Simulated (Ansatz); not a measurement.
Input:

```
CELL_PARAMETERS angstrom
     -2.43812     2.43812     2.43812
      2.43812    -2.43812     2.43812
      2.43812     2.43812    -2.43812
ATOMIC_POSITIONS crystal
  Ba 0.00000 0.00000 0.00000
```

These are PBEsol, rigid bands (plane waves, PAW, scalar-relativistic; Ansatz, a first-principles code) values and carry that method's errors. How the cell was made: cell and atoms relaxed with PBEsol.

Problem. For narrow interconnects the product ρ₀λ of bulk resistivity and mean free path ranks metals, the lower the better. What is it here?

Solution. 23 ×10⁻¹⁶ Ω·m².

Problem. And the Drude plasma energy and the root-mean-square Fermi velocity at 300 K?

Solution. 3.0 eV; 4.2e5 m/s.

A metal at this level (no band gap); rigid bands, thermally averaged at 300 K, both spins. Spin-orbit coupling is left out. τ is one relaxation time for all states; the product of resistivity and mean free path takes one path for all states instead.
